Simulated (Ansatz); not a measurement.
Partial pair distribution functions of a relaxed model of amorphous Al28O42Ag, broadened by 0.06 Å; density 3.26 g/cm³. Method: PBE, scalar-relativistic without spin-orbit coupling (plane waves to 420 eV, PAW; Ansatz, a program for electronic structure). In the spin-polarised cell the level spacing at the Fermi energy can part levels of unlike spin.

The cell was made by melting and quenching with the CHGNet potential and then relaxed with DFT. O atoms were pushed apart under 1.9 Å during the dynamics, to hinder bonds among them. The hot cell started wider than the set density and was brought back towards it in steps. It is the lowest in DFT energy of 2 quenches. It is a model cell: composition and starting density were chosen by hand, and all elements were melted together. No dispersion term was used. Its density started from a set value of 3.26 and ended at 3.26 g/cm³. The simulated quench (nominally 340 K/ps over its main leg) is rapid and tends to freeze in more defects than a deposited or slowly cooled glass has. Values belong to this one cell and scatter from quench to quench. The volume was held where the preparation left it, at a PBE pressure of 2.6 GPa. Stress components on the final sampling reach 4.8 GPa. On a 2×2×2 Γ-centred mesh force components of up to 0.26 eV/Å stay, since the relaxation ran on the zone centre alone.

| r (Å) | g Al-O | g Al-Ag | g Al-Al | g O-O |
|---|---|---|---|---|
| 1.50 | 0.00 | 0.00 | 0.00 | 0.00 |
| 1.60 | 0.27 | 0.00 | 0.00 | 0.00 |
| 1.70 | 4.02 | 0.00 | 0.00 | 0.00 |
| 1.80 | 8.63 | 0.00 | 0.00 | 0.00 |
| 1.90 | 4.41 | 0.00 | 0.00 | 0.00 |
| 2.00 | 1.64 | 0.00 | 0.00 | 0.00 |
| 2.10 | 0.59 | 0.00 | 0.00 | 0.00 |
| 2.20 | 0.16 | 0.00 | 0.00 | 0.00 |
| 2.30 | 0.07 | 0.00 | 0.00 | 0.12 |
| 2.40 | 0.09 | 0.00 | 0.00 | 0.69 |
| 2.50 | 0.03 | 0.00 | 0.02 | 1.30 |
| 2.60 | 0.00 | 0.04 | 0.52 | 1.74 |
| 2.70 | 0.02 | 1.52 | 1.33 | 2.20 |
| 2.80 | 0.20 | 3.58 | 1.24 | 3.03 |
| 2.90 | 0.38 | 0.60 | 2.03 | 2.98 |
| 3.00 | 0.41 | 0.46 | 2.06 | 2.23 |
| 3.10 | 0.56 | 1.82 | 2.56 | 1.90 |
| 3.20 | 0.83 | 2.78 | 2.70 | 1.29 |
| 3.30 | 0.88 | 2.47 | 2.34 | 0.70 |
| 3.40 | 0.93 | 1.55 | 1.69 | 0.47 |
| 3.50 | 1.14 | 2.18 | 1.03 | 0.57 |
| 3.60 | 1.58 | 1.51 | 0.62 | 0.59 |
| 3.70 | 1.41 | 0.95 | 0.47 | 0.52 |
| 3.80 | 1.06 | 0.08 | 0.43 | 0.49 |
| 3.90 | 1.20 | 0.07 | 0.63 | 0.53 |
| 4.00 | 1.34 | 0.77 | 0.68 | 0.50 |
| 4.10 | 1.43 | 0.60 | 0.60 | 0.57 |
| 4.20 | 1.46 | 0.79 | 0.75 | 0.64 |
| 4.30 | 1.28 | 0.88 | 0.73 | 0.67 |
| 4.40 | 1.38 | 2.25 | 0.80 | 0.61 |
| 4.50 | 1.38 | 1.62 | 0.84 | 0.74 |
| 4.60 | 1.25 | 0.42 | 0.94 | 1.09 |

Within 2.48 Å each Al has 4.54 O neighbours on average.
